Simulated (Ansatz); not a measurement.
Band gap of rock-salt alkali halides: LDA against PBE

Ansatz (plane waves, PAW); cells keep the symmetry of their structure type. Ansatz (an electronic-structure program) is a plane-wave DFT program; potentials: the later of its two PAW sets. No spin-orbit coupling. PBE gaps are read at band edges searched over the zone in cells relaxed at that level, LDA gaps at band edges searched over the zone in cells relaxed at that level. The two cells differ, so the slope holds a volume effect too.

Here x stands for PBE gap and y for LDA gap.

```csv
solid,PBE gap (eV),LDA gap (eV)
NaI,3.58,3.62
KI,3.86,3.87
RbBr,4.19,4.16
RbCl,4.83,?
LiBr,4.91,5.14
NaCl,5.00,5.07
NaF,6.09,6.46
```

Using a straight line, estimate the missing y at x = 4.83 from the other rows, showing the fit.

With u = x - 4.6, the rows have u = -1.0200, -0.7400, -0.4100, 0.3100, 0.4000, 1.4900. Means: u 0.0050000, y 4.720. About the means, the sum of products is 4.8434 and the sum of squares of u is 4.2321; the slope is their ratio. Least squares gives y = 4.714 + 1.1444·u. Residuals (row less fit): 0.073, 0.003, -0.085, 0.071, -0.102, 0.041; standard error 0.086 (degrees of freedom: 4). The slope is 1.14 with a standard error of 0.042. At the withheld row, u = 0.2300, so y = 4.714 + 1.1444 × 0.2300 = 4.977 eV. The calculation gives 4.85 eV, 0.127 eV below the prediction (4.5 % of the range of y in the table). The row lies between fitted rows. From the scatter of the fitted rows alone, a prediction at this place has a standard error of 0.093 eV, so the miss is 1.4 times that.

Spin-orbit coupling is left out, which can shift this property for NaI, KI, RbBr, LiBr. The rows are a random draw from the solids of this series computed here; series whose standard error about the line passes 12 to 30 % of the range of y, or with no trend, aren't shown in this form.
